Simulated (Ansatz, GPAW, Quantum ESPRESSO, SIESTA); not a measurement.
Code comparison for F₂ (P1, 4 atoms in the cell)

Self-consistent single point, at a second geometry (atoms moved at random). First geometry:

```
CELL_PARAMETERS angstrom
      2.55632    -1.58403     0.00000
      2.55632     1.58403     0.00000
     -0.56211     0.00000     6.59771
ATOMIC_POSITIONS crystal
  F  0.59583 0.91533 0.59796
  F  0.40417 0.08467 0.40204
  F  0.08467 0.40417 0.90204
  F  0.91533 0.59583 0.09796
```

Second geometry:
```xyz
4
Lattice="2.5563 -1.5840 0.0000 2.5563 1.5840 0.0000 -0.5621 0.0000 6.5977" Properties=species:S:1:pos:R:3 pbc="T T T"
F      3.4841     0.4890     3.9636
F      1.0285    -0.4647     2.6463
F      0.7865     0.5119     5.9035
F      3.8019    -0.5361     0.6821
```

Shared settings, as Ansatz (an electronic-structure program) writes them: kpoints.mp_grid.grid = 10 10 4; scf.occupations.method = fixed. Potentials and cutoffs stand in the table.

```json
[
 {"code": "SIESTA", "model": "GGA PBEsol, numerical atomic orbitals DZP, PseudoDojo PBEsol standard norm-conserving potentials (rewritten from UPF to PSML)", "ΔF from the first geometry (meV/atom)": "16.5", "pressure (GPa)": "-7.20", "largest force (eV/Å)": "1.447", "gap on the mesh (eV)": "1.763", "cutoff": "grid 350 Ry"},
 {"code": "Ansatz", "model": "PBEsol, default PAW files made with PBE", "ΔF from the first geometry (meV/atom)": "34.2", "pressure (GPa)": "-5.56", "largest force (eV/Å)": "2.028", "gap on the mesh (eV)": "1.983", "cutoff": "default"},
 {"code": "Quantum ESPRESSO", "model": "PBEsol, GBRV 1.5 ultrasoft (PBESOL) pseudopotentials", "ΔF from the first geometry (meV/atom)": "28.8", "pressure (GPa)": "-4.65", "largest force (eV/Å)": "1.870", "gap on the mesh (eV)": "1.960", "cutoff": "40 Ry"},
 {"code": "GPAW", "model": "PBEsol, GPAW PAW datasets PBEsol (made by gpaw-setup)", "ΔF from the first geometry (meV/atom)": "32.2", "pressure (GPa)": "–", "largest force (eV/Å)": "1.958", "gap on the mesh (eV)": "2.002", "cutoff": "900 eV"}
]
```

Size of the force on each atom (eV/Å): Sizes of forces hide their directions.

| code | F1 | F2 | F3 | F4 |
|---|---|---|---|---|
| SIESTA | 1.031 | 1.028 | 1.447 | 1.443 |
| Ansatz | 1.620 | 1.615 | 2.028 | 2.022 |
| Quantum ESPRESSO | 1.447 | 1.442 | 1.870 | 1.863 |
| GPAW | 1.549 | 1.543 | 1.958 | 1.950 |

A dash marks a value that a program does not give, or that is left out as unsure.

Gaps are read on the mesh.

The spread over the programs that give each value: ΔF from the first geometry within 17.7 meV/atom; pressure within 2.55 GPa; largest force within 0.581 eV/Å; gap on the mesh within 0.239 eV.

SIESTA uses small atom-centred bases, whose incompleteness enters pressures, forces and empty levels differently from a plane-wave cutoff. Ansatz's pressure is given at a fixed set of plane waves, as the other plane-wave codes print theirs; with its correction for the finite basis it is -4.37 GPa (the shift of 1.19 GPa shows how far the cutoff is from converged). The pressure of GPAW is left out: its cutoff lies under the one at which its stress was checked. In the pressure, SIESTA (by 2.09) lies more than 1 GPa from the median of the plane-wave programs. In the gap, SIESTA (by 0.220) lies more than 0.12 eV from the median of the plane-wave programs. In the force vectors, SIESTA (by 0.518) and Quantum ESPRESSO (by 0.102) lie more than 0.08 eV/Å from the median of the plane-wave programs.

The starting cell comes from a database of computed structures (which also holds hypothetical and non-ambient phases and stackings), without a prior relaxation at this level. For this run, on top of that: atoms moved at random.

Left out of this page: CP2K (unsound by tests on forces, stress, charge or solver warnings).

Keys are those of Ansatz 0.2.
